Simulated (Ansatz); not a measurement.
MgS (model structure, within 0.1 Å of P4/mmm, No. 123, 4 atoms in the cell) was calculated with r²SCAN (plane waves, PAW; Ansatz, a program for electronic structure).

Numerical settings: plane-wave cutoff 560 eV, 14×14×12 k mesh (along the axes of the cell as run), Fermi–Dirac smearing 0.05 eV, scalar-relativistic PAW data made under PBE.

Cell (relaxed at this level):

```yaml
crystal:
  lattice:
    - [4.93216, 0.00000, 0.00000]
    - [0.00000, 4.93216, 0.00000]
    - [0.00000, 0.00000, 5.03021]
  atoms:
    - { symbol: Mg, position: [0.50000, 0.00000, 0.99953] }
    - { symbol: Mg, position: [0.00000, 0.50000, 0.00047] }
    - { symbol: S, position: [0.00000, 0.00000, 0.00000] }
    - { symbol: S, position: [0.50000, 0.50000, 0.00000] }
```

Question: Predict the band gap.

Answer: 
- band gap = 2.68 eV (direct)

Note: the cell has widely spaced layers and the level no dispersion term, so their spacing and the moduli can rest on weak binding.

Static lattice: no zero-point or thermal effects.

The result took around 90 core-seconds (rough).

A model structure was made by putting elements into a prototype or built by hand; it is no filed structure, need not be a known phase, and can be a saddle point held by its symmetry.
